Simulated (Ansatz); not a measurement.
MgAlNO (model structure, started from the AlSiCN type, P3m1, No. 156, 4 atoms in the cell) was calculated with PBEsol in Ansatz (PAW).

Run with plane-wave cutoff 520 eV, 12×12×8 k mesh (along the axes of the cell as run), Fermi–Dirac smearing 0.01 eV, scalar-relativistic PAW data made under PBE.

Cell (relaxed with PBEsol):

AlMgNO is modelled in the trigonal space group P3m1 (No. 156), Pearson symbol hP4. Cell: a = 3.1799 Å, b = 3.1799 Å, c = 5.0831 Å, α = 90.00°, β = 90.00°, γ = 120.00°. Al on 1b sees 1 O at 1.837 Å and 3 N at 1.901 Å (tetrahedral). Mg on 1c is coordinated by 3 O at 1.959 Å and 1 N at 2.070 Å (tetrahedral). O on 1b has 1 Al at 1.837 Å and 3 Mg at 1.959 Å (tetrahedral). N on 1c is surrounded by 3 Al at 1.901 Å and 1 Mg at 2.070 Å (tetrahedral). (Neighbours: up to the widest gap in distance over summed covalent radii, below 1.35, at either atom; cation-cation and far metal-metal contacts left out.)

### Question
Estimate the band gap that the calculation returns.

### Answer

- band gap: 3.30 eV (direct)

Note: the relaxation could raise the start's symmetry but not lower it, so the cell can be a saddle point.

A model structure was made by putting elements into a prototype or built by hand; it is no filed structure, need not be a known phase, and can be a saddle point held by its symmetry.

Ansatz is a first-principles code.
